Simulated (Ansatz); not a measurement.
## SiO2: pressure 0.9 GPa

The reference is SiO2 (space group P3_221, No. 154; a = 4.949 Å, c = 5.441 Å).

The change: cell and atoms relaxed at a pressure of 0.9 GPa.

Calculations: DFT with PBEsol, PAW potentials and a 420 eV plane-wave cutoff in Ansatz (a first-principles code), no spin-orbit coupling. Γ-centred 8×8×6 mesh, Fermi–Dirac width 0.05 eV.

* **Volume per atom**: 12.50 Å³ (base 12.82 Å³)
* **Lattice parameter a**: 4.902 Å (base 4.949 Å)
* **c/a ratio**: 1.102 (base 1.100)
* **Shortest interatomic distance**: 1.619 Å (base 1.619 Å)
* **Enthalpy H = E + PV relative to the base's energy**: +0.07 eV/atom
* **Band gap**: 5.79 eV (base 5.72 eV)
* **Gap character**: indirect, K → Γ (base indirect, K → Γ)
* **Smallest direct gap**: 6.07 eV (base 6.03 eV)
* **Mean gap deformation potential ΔEg/Δln V**: -2.5 eV
* **Width of the top valence band**: 0.56 eV (base 0.57 eV)
* **Electron mass**: 0.49 mₑ (at Γ) (base 0.50 mₑ (at Γ))

Cost of the whole job for the changed cell (relaxation, final SCF and bands): around 2.4 core-minutes (rough).

Load acts through the strain it causes; cell and atoms are relaxed under it. Effective masses come from finite differences of ±0.01 Å⁻¹. Whether these cells are dynamically stable was not tested.
